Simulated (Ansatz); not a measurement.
The starting structures come from a database of crystals and need not be the phases stable at ambient conditions.

The decay constant κ of evanescent states in the gap governs leakage through a thin film.

Consider the following.

```
CELL_PARAMETERS angstrom
      4.76927     0.00000     0.00000
      2.33817     4.15678     0.00000
      0.00000     0.00000     7.78964
ATOMIC_POSITIONS crystal
  Cd 0.15153 0.15153 0.00017
  Cd 0.84847 0.84847 0.50017
  Te 0.81781 0.81781 0.12483
  Te 0.18219 0.18219 0.62483
```

Space group of this cell: Cmc2_1. The cell is strained (all lengths scaled by 1.02); by r2SCAN its mean pressure is -3.0 GPa.

Transport runs along the normal of the first two printed cell vectors.

The gap is the functional's own. No spin-orbit coupling. Mid-gap values are interpolated on the energy grid.

**Question.** Estimate the band gap and the smallest decay constant κ at mid-gap that r2SCAN (Ansatz, an electronic-structure program) returns for this system.

**Answer.** Gap 0.91 eV on a 8×8×4 mesh; κ = 0.066 1/Å, at the zone centre.
